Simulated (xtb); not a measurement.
xtb 6.7.1, GFN2-xTB: Pd(OH)(SH)(bpy) ([OH][Pd]1([SH])<-[n]2ccccc2-c2cccc[n]->12), 25 atoms. The geometry is a generated start, not checked to be a minimum at this level.

```yaml
method: GFN2-xTB
"--acc": 1 (default)
"--etemp (K)": 300 (default)
detailed input (--input): "none: ANC optimiser, Lindh (1995) Hessian, microcycle=20, maxdispl=1.0, hlow=0.01 (default)"
basis_functions: 82
valence_electrons: 82
```

```xyz
25

Pd     1.8602     0.7648    -0.0383
O      3.6521     0.0040    -0.0055
H      4.3031     0.7137    -0.0653
S      2.8397     2.8691    -0.0123
H      2.7581     2.8700     1.3340
C     -0.5747    -3.4039    -0.0497
C      0.8151    -3.4597    -0.0439
C      1.5236    -2.2710    -0.0342
N      0.9178    -1.0912    -0.0356
C     -0.4265    -1.0098    -0.0412
C     -1.2019    -2.1732    -0.0474
C     -0.9618     0.3515    -0.0504
C     -2.3273     0.6397    -0.0519
C     -2.7553     1.9520    -0.0731
C     -1.7975     2.9616    -0.0986
C     -0.4628     2.6146    -0.0940
N     -0.0366     1.3471    -0.0650
H     -1.1598    -4.3110    -0.0557
H      1.3309    -4.4063    -0.0468
H      2.6090    -2.2403    -0.0285
H     -2.2781    -2.1173    -0.0517
H     -3.0486    -0.1609    -0.0359
H     -3.8085     2.1843    -0.0720
H     -2.0853     4.0001    -0.1209
H      0.3153     3.3722    -0.1162
```

Charge 0 and multiplicity 1 are set for this test and not shown to be the ground state.

The structure is relaxed from this start with --opt LEVEL for the levels crude, sloppy, loose, lax, normal, tight, vtight, extreme, once each. Up to the end of the extreme run atoms move by at most 1.1 Å along an axis.

### Question
Which level is enough to come within 1 meV of the tightest end point?

### Answer
lax: 31 cycles against 49, ending 0.48 meV above.

```csv
level,cycles,energy above the extreme run (meV),gradient norm (eV/Å)
crude,1,73,0.19
sloppy,1,73,0.19
loose,1,73,0.19
lax,31,0.48,0.11
normal,33,0.21,0.039
tight,35,0.15,0.013
vtight,49,under 0.01,0.0016
extreme,49,—,0.0016
```
